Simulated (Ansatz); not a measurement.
Partial pair distribution functions of a relaxed model of amorphous Si30N40W, broadened by 0.06 Å; density 3.27 g/cm³. Method: PBE, scalar-relativistic without spin-orbit coupling (plane waves to 420 eV, PAW; Ansatz, a first-principles code). The usual formal charges leave 6 electrons over, so the level spacing at the Fermi energy parts defect or band states and needn't be the band gap.

Preparation: random packing, a CHGNet melt and quench, and a DFT relaxation. N atoms were pushed apart under 1.9 Å during the dynamics, to hinder bonds among them. The hot cell started wider than the set density and was brought back towards it in steps. It is the lowest in DFT energy of 2 quenches. It is a model cell: composition and starting density were chosen by hand, and all elements were melted together. No dispersion term was used. Its density started from a set value of 3.27 and ended at 3.27 g/cm³. The simulated quench (nominally 300 K/ps over its main leg) is rapid and tends to freeze in more defects than a deposited or slowly cooled glass has. One small periodic cell is one sample of the glass; other quenches scatter about these values. The volume was held where the preparation left it, at a PBE pressure of 2.9 GPa. Stress components on the final sampling reach 4.6 GPa. On a 2×2×2 Γ-centred mesh force components of up to 0.18 eV/Å stay, since the relaxation ran on the zone centre alone. Cycles of charging lowered its energy after that relaxation.

```
r (Å)  g Si-N  g N-W  g Si-Si  g N-N
-----  ------  -----  -------  -----
1.45     0.00   0.00     0.00   0.00
1.55     0.29   0.00     0.00   0.00
1.65     4.47   0.00     0.00   0.00
1.75     9.84   0.20     0.00   0.00
1.85     4.50   2.51     0.00   0.00
1.95     0.96   4.67     0.00   0.00
2.05     0.21   6.70     0.00   0.00
2.15     0.02   1.89     0.00   0.00
2.25     0.00   0.13     0.04   0.07
2.35     0.00   1.30     0.47   0.28
2.45     0.00   1.32     1.21   0.80
2.55     0.04   0.08     0.73   1.03
2.65     0.16   0.00     0.72   1.76
2.75     0.32   0.00     1.30   3.00
2.85     0.31   0.00     1.55   3.62
2.95     0.26   0.16     2.86   3.33
3.05     0.58   1.07     2.99   1.99
3.15     0.78   0.46     2.26   1.06
3.25     0.89   0.30     1.49   0.63
3.35     1.06   1.06     1.01   0.61
3.45     1.07   1.38     0.68   0.42
3.55     1.25   1.53     0.58   0.65
3.65     1.33   1.05     0.41   0.51
3.75     1.21   1.44     0.46   0.47
3.85     1.30   1.37     0.56   0.42
3.95     1.36   0.44     0.69   0.53
4.05     1.39   0.55     0.70   0.53
4.15     1.28   1.17     0.92   0.51
4.25     1.68   0.58     0.71   0.42
4.35     1.58   1.39     0.73   0.66
4.45     1.35   1.66     0.87   0.96
4.55     1.17   1.45     0.90   1.19
4.65     0.90   1.42     0.98   1.13
```

Within 2.16 Å each Si has 3.93 N neighbours on average.
